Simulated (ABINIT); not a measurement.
Band structure of MgO (Fm-3m, 2 atoms in the cell).

```
CELL_PARAMETERS angstrom
      0.00000     2.10500     2.10500
      2.10500     0.00000     2.10500
      2.10500     2.10500     0.00000
ATOMIC_POSITIONS crystal
  Mg 0.00000 0.00000 0.00000
  O  0.50000 0.50000 0.50000
```

Level of theory: PBE, norm-conserving pseudopotentials (PseudoDojo nc-sr-05 PBE standard) (plane waves; ABINIT 10.0.3).

Settings: pseudos = [Mg.upf, O.upf]; ecut = 42 Ha; occopt = 3; tsmear = 0.01 eV; ngkpt = 7 7 7; nshiftk = 1; shiftk = 0 0 0; potentials = PseudoDojo nc-sr-05 PBE standard; kptopt = 1; nstep = 60; tolvrs1 = 1e-12; ndtset = 2; getden2 = 1.

The starting cell has typed, rounded lattice constants, without a prior relaxation at this level.

Problem. Predict the gap along the standard path and the places of the band edges.

Solution. The gap along the path is 4.78 eV, direct at Γ to within 0.01 eV.

Levels in eV from the top of the valence band on the SCF mesh, bands 5 to 12:
| point | 5 | 6 | 7 | 8 | 9 | 10 | 11 | 12 |
|---|---|---|---|---|---|---|---|---|
| Γ | -17.20 | 0.00 | 0.00 | 0.00 | 4.78 | 15.97 | 15.97 | 15.97 |
| X | -15.65 | -4.04 | -1.34 | -1.34 | 9.23 | 10.03 | 13.11 | 19.01 |
| W | -15.59 | -2.93 | -2.93 | -1.76 | 11.69 | 11.69 | 12.21 | 15.58 |
| K | -15.62 | -3.46 | -2.69 | -1.13 | 10.16 | 11.82 | 12.55 | 18.17 |
| L | -15.87 | -4.59 | -0.64 | -0.64 | 7.94 | 12.63 | 16.37 | 16.37 |
| U | -15.62 | -3.46 | -2.69 | -1.13 | 10.16 | 11.82 | 12.55 | 18.17 |
